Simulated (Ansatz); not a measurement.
Take ZnS in the wurtzite structure (space group P6_3mc, No. 186; a = 3.782 Å, c = 6.208 Å) as the base.

Modification: an isotropic linear strain of +0.60 %, atoms relaxed at fixed cell.

The values are results of DFT with PBEsol, PAW potentials and a 420 eV plane-wave cutoff in Ansatz (an electronic-structure program), without spin-orbit coupling, not measurements.

Base, band edges from the VBM (valence, conduction): K -2.19, 4.02; H -1.42, 4.40; M -0.93, 3.51; L -1.69, 3.40; A -0.49, 3.50; Γ 0.00, 2.15 eV.

Problem. Give the band edges at the high-symmetry points of the new zone, measured from its valence-band maximum.

Solution. 
| point | valence edge (eV) | conduction edge (eV) |
|---|---|---|
| Γ | 0.00 | 2.08 |
| M | -0.90 | 3.53 |
| K | -2.13 | 4.08 |
| A | -0.48 | 3.45 |
| L | -1.64 | 3.40 |
| H | -1.38 | 4.38 |

The gap is 2.08 eV, direct at Γ.

No phonon test of stability was made.
